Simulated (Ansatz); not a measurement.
Defect migration in alpha quartz: interstitial N, charge state -1. These are PBE, PAW (plane waves to 420 eV; Ansatz, a quantum-chemistry and plane-wave program) values and carry that method's errors.

Settings: 72 host sites, the relaxed PBE lattice, the Γ point alone, smearing 0.01 eV, spin-restricted, no image-charge correction. Energies are static. The charge state is imposed; whether it is stable for some Fermi level was not computed. Sites that were not tried may lie lower.

Barriers: single points on a 2×2×2 k-point mesh shifted by half a step along c at the bands' geometries.

Relaxed starting cell (atoms counted from 1):

```
CELL_PARAMETERS angstrom
     10.04225     0.00000     0.00000
     -5.02113     8.69685     0.00000
      0.00000     0.00000    11.01902
ATOMIC_POSITIONS crystal
  Si 0.00710 0.24848 0.17441
  Si 0.00232 0.24165 0.66660
  Si 0.00036 0.74068 0.16476
  Si 0.99928 0.74443 0.66937
  Si 0.50342 0.24138 0.16158
  Si 0.50110 0.23424 0.66152
  Si 0.49322 0.73877 0.16508
  Si 0.49870 0.73881 0.66734
  Si 0.26125 0.25234 0.99941
  Si 0.26231 0.26288 0.49917
  Si 0.26264 0.76852 0.99480
  Si 0.26174 0.76736 0.50252
  Si 0.76673 0.26139 0.00296
  Si 0.76496 0.26278 0.49590
  Si 0.75182 0.75305 0.99905
  Si 0.75958 0.76201 0.49831
  Si 0.24000 0.00370 0.33041
  Si 0.24893 0.01062 0.82274
  Si 0.23081 0.50123 0.33546
  Si 0.23882 0.49916 0.83591
  Si 0.73840 0.00092 0.32995
  Si 0.73995 0.00014 0.83372
  Si 0.74041 0.50138 0.33054
  Si 0.73617 0.49534 0.83410
  O  0.10926 0.09655 0.05858
  O  0.12977 0.21043 0.60272
  O  0.12811 0.71344 0.09681
  O  0.12707 0.71463 0.60412
  O  0.63703 0.20881 0.10885
  O  0.63178 0.20843 0.59755
  O  0.61661 0.70199 0.10017
  O  0.62331 0.70631 0.59890
  O  0.29065 0.41953 0.43248
  O  0.28362 0.41596 0.93937
  O  0.29525 0.92304 0.43251
  O  0.29433 0.92690 0.92972
  O  0.79359 0.42125 0.43351
  O  0.79408 0.41801 0.93584
  O  0.79138 0.92046 0.43345
  O  0.78773 0.91165 0.93241
  O  0.37681 0.08545 0.23104
  O  0.37772 0.06511 0.71402
  O  0.36135 0.58391 0.23045
  O  0.37497 0.58033 0.73344
  O  0.87203 0.08362 0.22933
  O  0.87536 0.08343 0.73242
  O  0.87930 0.58153 0.23264
  O  0.87391 0.58573 0.73523
  O  0.43419 0.28982 0.04909
  O  0.42240 0.29545 0.56283
  O  0.42018 0.80039 0.06253
  O  0.41899 0.79606 0.56749
  O  0.92767 0.29349 0.06259
  O  0.92250 0.29247 0.56116
  O  0.90687 0.77908 0.06441
  O  0.91648 0.79422 0.56601
  O  0.20506 0.12414 0.40175
  O  0.25200 0.16482 0.86429
  O  0.20611 0.62978 0.40460
  O  0.21083 0.63291 0.89424
  O  0.70646 0.12747 0.39489
  O  0.70859 0.12562 0.90092
  O  0.70900 0.62867 0.39584
  O  0.69599 0.61710 0.89786
  O  0.06269 0.38311 0.27921
  O  0.08002 0.37915 0.76579
  O  0.08106 0.87437 0.26721
  O  0.08118 0.88237 0.76796
  O  0.58231 0.37822 0.26370
  O  0.58299 0.36539 0.76573
  O  0.57889 0.87195 0.26751
  O  0.58201 0.87559 0.76688
  N  0.16851 0.24271 0.14235
```
Cell charge -1.

End state 1 differs by these moves (Å; atoms that move under 0.15 Å are left out):

```
atom  element     Δx     Δy     Δz
----  -------  -----  -----  -----
1          Si   0.04  -0.33  -0.20
25          O  -0.41   0.61   0.22
28          O  -0.02  -0.13  -0.18
29          O  -0.10   0.02  -0.15
33          O   0.00   0.20   0.17
35          O  -0.06   0.13   0.15
43          O   0.02  -0.13  -0.11
45          O  -0.13  -0.29  -0.28
49          O  -0.21  -0.06   0.16
52          O  -0.09   0.12   0.18
57          O   0.09   0.21  -0.11
58          O  -0.17  -0.28   0.16
59          O   0.32   0.32  -0.18
65          O  -0.47   0.30   0.52
68          O   0.09  -0.09  -0.10
71          O  -0.08  -0.11   0.08
73          N  -1.10   0.61   1.47
```

Q: What is the computed forward and backward barriers to end state 1 (PBE, PAW)?

A: forward 1.68 eV, backward 1.58 eV; at the saddle point atom 73 has neighbours O at 2.03, O at 2.15; Si at 1.66, Si at 2.20 Å. The check of the saddle point's order was inconclusive.

End state 2 differs by these moves (Å; atoms that move under 0.15 Å are left out):

```json
[
 {"atom": "1", "element": "Si", "Δx": "0.04", "Δy": "-0.33", "Δz": "-0.19"},
 {"atom": "25", "element": "O", "Δx": "-0.41", "Δy": "0.62", "Δz": "0.22"},
 {"atom": "28", "element": "O", "Δx": "-0.02", "Δy": "-0.13", "Δz": "-0.19"},
 {"atom": "29", "element": "O", "Δx": "-0.10", "Δy": "0.02", "Δz": "-0.15"},
 {"atom": "33", "element": "O", "Δx": "0.00", "Δy": "0.21", "Δz": "0.17"},
 {"atom": "35", "element": "O", "Δx": "-0.06", "Δy": "0.13", "Δz": "0.15"},
 {"atom": "43", "element": "O", "Δx": "0.02", "Δy": "-0.13", "Δz": "-0.10"},
 {"atom": "45", "element": "O", "Δx": "-0.13", "Δy": "-0.29", "Δz": "-0.28"},
 {"atom": "49", "element": "O", "Δx": "-0.21", "Δy": "-0.06", "Δz": "0.15"},
 {"atom": "52", "element": "O", "Δx": "-0.09", "Δy": "0.12", "Δz": "0.18"},
 {"atom": "57", "element": "O", "Δx": "0.09", "Δy": "0.21", "Δz": "-0.12"},
 {"atom": "58", "element": "O", "Δx": "-0.17", "Δy": "-0.28", "Δz": "0.16"},
 {"atom": "59", "element": "O", "Δx": "0.32", "Δy": "0.33", "Δz": "-0.18"},
 {"atom": "65", "element": "O", "Δx": "-0.47", "Δy": "0.30", "Δz": "0.53"},
 {"atom": "68", "element": "O", "Δx": "0.09", "Δy": "-0.09", "Δz": "-0.11"},
 {"atom": "71", "element": "O", "Δx": "-0.08", "Δy": "-0.11", "Δz": "0.07"},
 {"atom": "73", "element": "N", "Δx": "-1.10", "Δy": "0.62", "Δz": "1.47"}
]
```

Q: Predict the forward and backward barriers to end state 2 from PBE, PAW.

A: forward 1.68 eV, backward 1.58 eV; at the saddle point atom 73 has neighbours O at 2.03, O at 2.15; Si at 1.66, Si at 2.20 Å. The check of the saddle point's order was inconclusive.
